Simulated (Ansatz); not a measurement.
The starting structures come from a database of crystals and need not be the phases stable at ambient conditions.

```yaml
crystal:
  lattice:
    - [5.92739, 0.00000, 0.00000]
    - [2.96370, 10.57320, 0.00000]
    - [2.96370, 0.00000, 2.96370]
  atoms:
    - { symbol: Sr, position: [0.50000, 0.00000, 0.00000] }
    - { symbol: Sr, position: [0.68640, 0.62720, 0.00000] }
    - { symbol: Sr, position: [0.31360, 0.37280, 0.00000] }
    - { symbol: Zr, position: [0.89960, 0.20080, 0.00000] }
    - { symbol: Zr, position: [0.10040, 0.79920, 0.00000] }
    - { symbol: O, position: [0.40157, 0.19686, 0.50000] }
    - { symbol: O, position: [0.59843, 0.80314, 0.50000] }
    - { symbol: O, position: [0.90157, 0.19686, 0.50000] }
    - { symbol: O, position: [0.09843, 0.80314, 0.50000] }
    - { symbol: O, position: [0.80016, 0.39968, 0.00000] }
    - { symbol: O, position: [0.19984, 0.60032, 0.00000] }
    - { symbol: O, position: [0.00000, 0.00000, 0.00000] }
```

Space group of this cell: I4/mmm. The cell is taken as given; by PBEsol its mean pressure is -6.5 GPa.

Transport runs along the normal of the first two printed cell vectors, the (110) plane of the conventional cell.

The gap is the functional's own. No spin-orbit coupling. Mid-gap values are interpolated on the energy grid.

Q: Compute, with PBEsol in Ansatz (a quantum-chemistry and plane-wave program), the band gap and the smallest decay constant κ at mid-gap.

A: Gap 3.08 eV on a 10×10×10 mesh; κ = 0.293 1/Å, at the zone centre.
